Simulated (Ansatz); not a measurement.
Abridged Ansatz (a first-principles code) output:

```
Relaxation: its limit of steps is 60 (relax.max_steps)
Pseudopotential: Zr, paw, valence charge 12
Crystal: 2 atoms, lattice volume = 47.503 Å³
Basis set: ecut = 500 eV, 1201 PW (Γ), exchange–correlation on 96×96×160 points (64 copies of the dense FFT grid, shifted against one another)
Bands: 16, of which v1, the nominal top of the filled ones, is band 12 counted from 1 (11 counted from 0)
Symmetry: 24 space group operations
k-points: 150 of 2304
Functional: x = r2scan, c = r2scan; τ floored in thin density (d = 2e-4 eV/Å³)
SCF iter   1: F=—  HF=-8389.994828 eV  |F-HF|=—  |Δ(HF+E_count)|=         —  Δρ=7.36e-3  dr2=2.01e-2  dr2_τ=9.53e-3  ethr=1.77e-3  ⟨swp⟩=4.9  Hψ=10272  notcnv=0
SCF iter   2: F=—  HF=-8390.050500 eV  |F-HF|=—  |Δ(HF+E_count)|=   5.57e-2  Δρ=4.89e-3  dr2=8.72e-3  dr2_τ=4.27e-4  ethr=8.37e-5  ⟨swp⟩=2.0  Hψ=5995  notcnv=0
SCF 1 converged in 6 iterations: F = -8390.051686 eV  dr2 = 7.92e-8
relax step   1: F+E_penalty+E_count = -8390.05168576 eV  Δ(F+E_penalty+E_count) = +0.000e0 eV  max|allowed force component| = 4.857e-17 eV/Å  Δτ_max = 0.0000 Å  P = -0.998 GPa  Ω = 47.503 Å³  (6 SCF iters, dr2 threshold 1.00e-7 eV, accepted)
[... steps on the carried basis left out ...]
relax step   5: F+E_penalty+E_count = -8390.04674078 eV  Δ(F+E_penalty+E_count) = -2.859e-4 eV  max|allowed force component| = 6.014e-17 eV/Å  Δτ_max = 0.0000 Å  P = -1.998 GPa  Ω = 48.030 Å³  stress off target by 3.55e-3 GPa  SCF on the basis re-selected at this cell (its energy is not comparable with the rows above)  (5 SCF iters)
SCF converged after 5 iterations
Free energy (F): -8390.046741 eV
Internal energy: -8390.034053 eV  (E = F + TS)
E sigma→0 (E₀):  -8390.040397 eV
Entropy (-TS):   -0.012687 eV (-6.344 meV/atom)
Fermi energy:    13.556039 eV
--- Forces (eV/Å), atoms counted from 1 ---
  atom   1  Zr     0.00000000     0.00000000    -0.00000000
  atom   2  Zr    -0.00000000    -0.00000000     0.00000000
--- Stress (GPa, compression-positive) ---
       -1.996453      -0.000000       0.000000
       -0.000000      -1.996453      -0.000000
        0.000000      -0.000000      -2.002068
  P = ⅓ Tr σ = -1.9983 GPa (-19.983 kbar)
--- Relaxed structure (4 steps of the walk, 3 accepted, 1 SCFs on fresh bases) ---
  cell:  # Å, volume = 48.0301 Å³
    - [3.270583498532847, 6.93030335000795e-34, -1.1550505583346582e-34]
    - [-1.6352917492664234, 2.8324083949276306, -1.4230809731790983e-34]
    - [-3.2059231530022664e-34, -3.663912174859733e-34, 5.184803729124443]
  atoms:
    - { symbol: Zr, position: [0.6666666666666666, 0.3333333333333333, 0.7500000000000001] }
    - { symbol: Zr, position: [0.3333333333333333, 0.6666666666666666, 0.25] }
```

Task: What was computed, and what are the main results?

Result: Zr, 2 atoms in the cell, with r2SCAN (Ansatz; PAW; 500 eV plane waves; without spin-orbit coupling), from a series relaxed to a target (pressure −2 GPa). The last SCF converged to F = -8390.046741 eV, or -4195.0234 eV per atom, at a pressure of -2.00 GPa. The total energy compares only with runs of the same code, potentials and settings.

Load acts through the strain it causes; cell and atoms are relaxed under it. Stability against distortions was not tested. The final runs are not spin-polarised. The cell was made from Zr in the hcp (Mg type) structure (space group P6_3/mmc, No. 194) by this change: pressure −2 GPa.

Keys are those of Ansatz 0.2.
